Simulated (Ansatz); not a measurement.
The parent structure is GaCuSe₂ in the chalcopyrite structure (space group I-42d, No. 122; a = 5.672 Å, c = 11.263 Å).

Level of theory: Ansatz (a program for electronic structure) PBE, without spin-orbit coupling.

One change was made to it. Results:

| quantity | base | after |
|---|---|---|
| band gap | zero | 1.24 eV |
| shortest interatomic distance | 243.0 pm | 221.6 pm |
| c/a ratio | 1.986 | 1.975 |

**Question.** Which change produced these results?
A. pressure 4.2 GPa
B. pressure 60 GPa
C. pressure 1.8 GPa
D. pressure 30 GPa
E. pressure 9 GPa

**Answer.** D, pressure 30 GPa. For comparison, the band gap in the other runs: pressure 9 GPa gives 0.48 eV; pressure 4.2 GPa gives 0.24 eV; pressure 1.8 GPa gives 0.10 eV; pressure 60 GPa gives zero.

A case with no gap was solved on a k-mesh chosen for an insulator, which is coarse for it. From pressure 60 GPa on, the axis ratios lie over 15 % from the base's, so the cell there is far from its starting form. Load acts through the strain it causes; cell and atoms are relaxed under it. Stability against distortions was not tested. No other phases were tried under pressure. All final runs are without spin polarisation. A zero or small gap of GaCuSe2 can be the functional's error rather than a property of the material.
